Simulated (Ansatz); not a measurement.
# FePt: response to strain

Start from FePt (space group P4/mmm, No. 123; a = 2.7313 Å, c = 3.7630 Å; ferromagnetic; relaxed with 0.1 eV smearing).

Strains are applied to the cell and any free atomic positions relax.

Method: Ansatz (a first-principles code) PBE, spin-orbit coupling left out.

Notes on the quantities. energy relative to the base: free energy F.

```json
[
 {"isotropic strain (%)": "-2.6", "energy relative to the base (meV/atom)": "59.1"},
 {"isotropic strain (%)": "0", "energy relative to the base (meV/atom)": "0.0"},
 {"isotropic strain (%)": "0.28", "energy relative to the base (meV/atom)": "?"},
 {"isotropic strain (%)": "0.96", "energy relative to the base (meV/atom)": "7.0"},
 {"isotropic strain (%)": "1.18", "energy relative to the base (meV/atom)": "10.5"}
]
```

Problem. Fit ΔE = Aε² + Bε³ (ε in %) to the rows shown and predict the withheld row.

Solution. Least squares on the printed values gives A = 7.91 and B = -0.32 meV/atom (largest residual 0.0 meV/atom); this predicts 0.6 meV/atom, and the run gives 0.6 meV/atom, in agreement.

The magnetic state is the one reached from the starting moments; the real material's order can differ, and small cells can't hold many antiferromagnetic ones. No phonon test of stability was made.
